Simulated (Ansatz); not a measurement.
Consider Pb in the fcc (Cu type) structure (space group Fm-3m, No. 225).

```
Pb
1.0
    0.00000     2.51696     2.51696
    2.51696     0.00000     2.51696
    2.51696     2.51696     0.00000
Pb
1
Cartesian
  0.00000   0.00000   0.00000
```

Calculations: PBE (Ansatz, a program for electronic structure, PAW, spin-orbit coupling left out).

Base values:

- Volume per atom: 31.89 Å³
- Band gap: zero

Perturbation: cell and atoms relaxed at a pressure of 2.1 GPa.

Question: Predict the new volume per atom and band gap.

Answer: The volume per atom falls by 1.43 Å³ (31.89 Å³ → 30.46 Å³); the band gap stays zero.

Load acts through the strain it causes; cell and atoms are relaxed under it. No phonon test of stability was made.
